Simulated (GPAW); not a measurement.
GPAW run on MnNi3 (Pm-3m, 4 atoms in the cell): self-consistent single point.

Method: PBEsol, GPAW PAW datasets PBEsol (made by gpaw-setup) (plane waves; GPAW).

```yaml
crystal:
  lattice:
    - [3.59300, 0.00000, 0.00000]
    - [0.00000, 3.59300, 0.00000]
    - [0.00000, 0.00000, 3.59300]
  atoms:
    - { symbol: Ni, position: [0.00000, 0.50000, 0.50000], spin: 2.0 }
    - { symbol: Ni, position: [0.50000, 0.00000, 0.50000], spin: 2.0 }
    - { symbol: Ni, position: [0.50000, 0.50000, 0.00000], spin: 2.0 }
    - { symbol: Mn, position: [0.00000, 0.00000, 0.00000], spin: 4.0 }
```
(The spins are starting values, not results.)

Reference input (self-consistent single point, DFT PBEsol, plane waves, GPAW PAW datasets PBEsol (made by gpaw-setup)): spinpol = true; mode = pw; ecut = 850 eV; xc = PBEsol; kpts = 6 6 6; mesh shift (steps) = 0 0 0; occupations.name = methfessel-paxton; occupations.width = 0.136 eV; occupations.order = 0; nbands = -8; convergence.density = 1e-05 e/electron; symmetry.symmorphic = false. This run's input differs from it in these lines:

```diff
@@ -20,3 +20,3 @@
             kpts={'size': (6, 6, 6), 'gamma': True},
-            occupations={'name': 'methfessel-paxton', 'width': 0.136, 'order': 0},
+            occupations={'name': 'methfessel-paxton', 'width': 0.1, 'order': 0},
             nbands=-8,
```

The program printed (abridged):

```
     iter     time        total  log10-change:  magmom
                         energy   eigst   dens
iter:   1 --:--:--   -33.017011                   +10.0110
iter:   2 --:--:--   -33.976450   -0.36  -1.88    +7.2219
iter:   3 --:--:--   -34.320317   -0.95  -1.89    +4.9911
iter:   4 --:--:--   -34.322606   -1.58  -1.97    +5.1672
iter:   5 --:--:--   -34.487507   -1.83  -2.04    +5.1430
iter:   6 --:--:--   -34.474287   -2.42  -2.61    +5.1107
iter:   7 --:--:--   -34.474196c  -2.83  -2.78    +5.1115
iter:   8 --:--:--   -34.469036c  -3.27  -2.99    +5.0870
iter:   9 --:--:--   -34.475111c  -3.41  -3.09    +5.0357
   [... lines left out ...]
iter:  39 --:--:--   -34.476757c  -6.41  -3.92    +4.7796
iter:  40 --:--:--   -34.476744c  -6.77  -4.13    +4.7788
iter:  41 --:--:--   -34.476737c  -7.41c -4.13    +4.7785
iter:  42 --:--:--   -34.476740c  -7.48c -4.20    +4.7784
iter:  43 --:--:--   -34.476740c  -8.73c -4.29    +4.7781
iter:  44 --:--:--   -34.476730c  -7.26  -4.27    +4.7787
iter:  45 --:--:--   -34.476715c  -7.07  -4.32    +4.7785
iter:  46 --:--:--   -34.476714c  -8.41c -4.69    +4.7785
iter:  47 --:--:--   -34.476711c  -9.27c -4.77    +4.7783
iter:  48 --:--:--   -34.476715c  -7.71c -4.80    +4.7781
iter:  49 --:--:--   -34.476713c  -8.44c -5.08c   +4.7782
Converged after 49 iterations.

Dipole moment: (0.000000, 0.000000, 0.000000) |e|*Ang

Total magnetic moment: (0.000000, 0.000000, 4.778179)
Local magnetic moments:
   0 Ni ( 0.000000,  0.000000,  0.535801)
   1 Ni ( 0.000000,  0.000000,  0.535801)
   2 Ni ( 0.000000,  0.000000,  0.535801)
   3 Mn ( 0.000000,  0.000000,  3.167755)

Energy contributions relative to reference atoms: (reference = -155481.079169)

Kinetic:        +10.211620
Potential:       -5.831627
External:        +0.000000
XC:             -39.281008
Entropy (-ST):   -0.017512
Local:           +0.433057
SIC:             +0.000000
--------------------------
Free energy:    -34.485469
Extrapolated:   -34.476713

Spin contamination: 0.191633 electrons
Showing only first 2 kpts
                      Up                     Down
   [... lines left out ...]
Fermi level: 8.10401
No gap
   [... lines left out ...]
Energy (eV): -34.476713

Forces in eV/Ang:
  0 Ni    0.00000    0.00000    0.00000
  1 Ni    0.00000    0.00000   -0.00000
  2 Ni    0.00000   -0.00000    0.00000
  3 Mn    0.00000    0.00000    0.00000

Stress tensor:
     0.070395     0.000000     0.000000
     0.000000     0.070395     0.000000
     0.000000     0.000000     0.070395
Stress (GPa, Voigt): [11.2785 11.2785 11.2785  0.      0.      0.    ]
```

The run converged in 49 iterations. GPAW prints stress with tension positive. Against the reference run the free energy goes up by 2.0 meV/atom, the pressure hardly changes (-11.32 to -11.28 GPa) and the size of the net moment stays at 1.19 μB/atom.

The starting cell comes from a database of published, mostly measured structures (it also holds non-ambient and calculated ones), without a prior relaxation at this level. The magnetic order is the one reached from the typed start; others were not searched systematically. With a pressure of about -11 GPa the cell is away from its equilibrium volume at this level.

Cost on one core of a shared machine: roughly 8 min.
